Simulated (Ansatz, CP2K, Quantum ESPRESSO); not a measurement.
## Pb₂Au (P1, 6 atoms in the cell) computed with different codes at matched settings

Self-consistent single point, at a second geometry (atoms moved at random). First geometry:

```
CELL_PARAMETERS angstrom
     -3.63533     3.64044     2.79962
      3.63533    -3.64044     2.79962
      3.63533     3.64044    -2.79962
ATOMIC_POSITIONS crystal
  Pb 0.15966 0.15956 0.31922
  Pb 0.84034 0.84044 0.68078
  Pb 0.34034 0.65956 0.99990
  Pb 0.65966 0.34044 0.00010
  Au 0.75000 0.25000 0.50000
  Au 0.25000 0.75000 0.50000
```

Second geometry:
```
CELL_PARAMETERS angstrom
     -3.63533     3.64044     2.79962
      3.63533    -3.64044     2.79962
      3.63533     3.64044    -2.79962
ATOMIC_POSITIONS crystal
  Pb 0.15937 0.15715 0.32406
  Pb 0.83911 0.83825 0.67360
  Pb 0.34640 0.66098 0.01178
  Pb 0.66646 0.34766 0.00107
  Au 0.73058 0.23572 0.48972
  Au 0.25808 0.76023 0.49977
```

Shared settings, as Ansatz (a first-principles code) writes them: kpoints.mp_grid.grid = 4 4 4; scf.occupations.method = gaussian; scf.occupations.width = 0.136 eV. Potentials and cutoffs stand in the table.

```tsv
code	model	ΔF from the first geometry (meV/atom)	pressure (GPa)	largest force (eV/Å)	cutoff
Ansatz	PBEsol, PAW files made with PBE	15.2	2.42	1.004	default
Quantum ESPRESSO	PBEsol, GBRV 1.5 ultrasoft (PBESOL) pseudopotentials	15.0	2.16	1.000	40 Ry
CP2K	PBEsol, GPW, DZVP-MOLOPT-SR-GTH basis, GTH-PBE potentials (GTH_POTENTIALS)	19.0	6.40	1.232	grid 500 Ry
```

Size of the force on each atom (eV/Å): Sizes of forces hide their directions.

```csv
code,Pb1,Pb2,Pb3,Pb4,Au5,Au6
Ansatz,0.400,0.341,0.457,0.095,1.004,0.978
Quantum ESPRESSO,0.390,0.332,0.448,0.092,1.000,0.974
CP2K,0.524,0.475,0.587,0.151,1.232,1.207
```

On Ansatz's run: spin-orbit coupling is off.

The spread over the programs that give each value: ΔF from the first geometry within 4.0 meV/atom; pressure within 4.24 GPa; largest force within 0.232 eV/Å.

CP2K uses small atom-centred bases, whose incompleteness enters pressures, forces and empty levels differently from a plane-wave cutoff. Ansatz's pressure is given at a fixed set of plane waves, as the other plane-wave codes print theirs; with its correction for the finite basis it is 2.45 GPa. In the pressure, CP2K (by 4.12) lies more than 1 GPa from the median of the plane-wave programs. In the force vectors, CP2K (by 0.231) lies more than 0.08 eV/Å from the median of the plane-wave programs.

The starting cell comes from a database of computed structures (which also holds hypothetical and non-ambient phases and stackings), without a prior relaxation at this level. Its lattice was rescaled by a random factor within 2.5 % of one. For this run, on top of that: atoms moved at random.

Left out of this page: Elk (not drawn, or without a comparable value).

Keys are those of Ansatz 0.2.
